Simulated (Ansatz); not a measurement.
For MgPt (P2₁3, No. 198, 8 atoms in the cell; start mp-12651), PBEsol in Ansatz (PAW) gives:

* **lattice constant a**: 5.027 Å
* **bulk modulus**: 126 GPa

What does r²SCAN (PAW; Ansatz, an electronic-structure program) give for the same quantities?


- lattice constant a: 5.043 Å (increases by 0.3 %)
- bulk modulus: 125 GPa (is nearly the same)

Changes are worked out from the printed values.

Unless a cell is named, each level is at its own relaxed cell (PBEsol 15.88, r²SCAN 16.03 Å³/atom).

Levels without +SOC leave out spin–orbit coupling, which shifts energies and cells of such heavy elements.

The crystal itself was run without spin with PBEsol, r²SCAN; a magnetic state was not tried in these runs.

Caveats: the bulk modulus is −V dP/dV from two relaxed cells at ±2 % in volume (PBEsol, r²SCAN); the relaxation could not lower the start's symmetry, so the cell can be a saddle point above a distorted one (PBEsol, r²SCAN). Ansatz's density-functional and Hartree–Fock values are scalar-relativistic unless marked +SOC, with PAW data made under PBE.

A start named mp-… is a Materials Project structure, which need not be a measured phase.
